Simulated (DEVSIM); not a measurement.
Device: Al0.15Ga0.85As/GaAs n-p heterojunction, at 350 K.

Layer 1 from the left is Al0.15Ga0.85As, thickness (μm) 0.0920, Nd (cm⁻³) 9.1e16, τn (s) 3.8e-10, τp (s) 3.8e-10. Layer 2 from the left is GaAs, thickness (μm) 2.40, Na (cm⁻³) 2.7e17, τn (s) 3.8e-10, τp (s) 3.8e-10.

Left contact: ohmic. Right contact: ohmic. Voltage is applied to the left contact. Recombination: SRH at mid-gap. Mobility is constant in doping.

Constants are typed, rounded textbook-type inputs, not results; the design itself was drawn at random and stands for no fabricated device. Values at 300 K; Nc and Nv go as T^1.5, mobilities as T to minus their exponent, the gap by Varshni's rule with the affinity fixed.

Al0.15Ga0.85As: gap (eV) 1.611, affinity (eV) 3.9515, permittivity 12.47, Nc (cm⁻³) 5.6e17, Nv (cm⁻³) 9e18, μn (cm²/Vs) 5695, μp (cm²/Vs) 282, T exponent of μn 2.1, T exponent of μp 2.2, Varshni α (eV/K) 0.000541, Varshni β (K) 204. GaAs: gap (eV) 1.424, affinity (eV) 4.07, permittivity 12.9, Nc (cm⁻³) 4.7e17, Nv (cm⁻³) 9e18, μn (cm²/Vs) 8500, μp (cm²/Vs) 400, T exponent of μn 2.1, T exponent of μp 2.2, Varshni α (eV/K) 0.000541, Varshni β (K) 204.

Model (solved in DEVSIM): 1D drift-diffusion, Boltzmann statistics, complete ionisation; no tunnelling, impact ionisation, image-force lowering or self-heating. Band offsets follow the typed affinities; no thermionic-emission limit at abrupt steps, no polarisation charge.

Task: What does the simulation give for the dark forward voltage at 1 A/cm², the potential step across the device at zero bias, the largest field in the device at zero bias?

Result: dark forward voltage at 1 A/cm² 0.941 V; potential step across the device at zero bias 1.345 V; largest field in the device at zero bias 170000 V/cm.
